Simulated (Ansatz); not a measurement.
Given:

```xyz
2
Lattice="0.0000 2.9795 2.9795 2.9795 0.0000 2.9795 2.9795 2.9795 0.0000" Properties=species:S:1:pos:R:3 pbc="T T T"
In     0.0000     0.0000     0.0000
P      1.4898     1.4898     1.4898
```

Method: PBE, rigid bands (plane waves, PAW, scalar-relativistic; Ansatz, a first-principles code). Condition of this run: functional PBE, cell relaxed with it. Geometry: cell and atoms relaxed with PBE.

Problem. Predict the electron conductivity mass (n e² τ/σ) at 300 K, by direction if it differs.

Solution. 0.047 mₑ.

Problem. And the band gap?

Solution. 0.44 eV at this level; semilocal functionals usually fall short of the measured gap.

Rigid bands, one relaxation time for all states, no polarons. Spin-orbit coupling is left out; where it splits the top of the valence band it changes the hole mass and lowers the gap by about a third of the splitting.
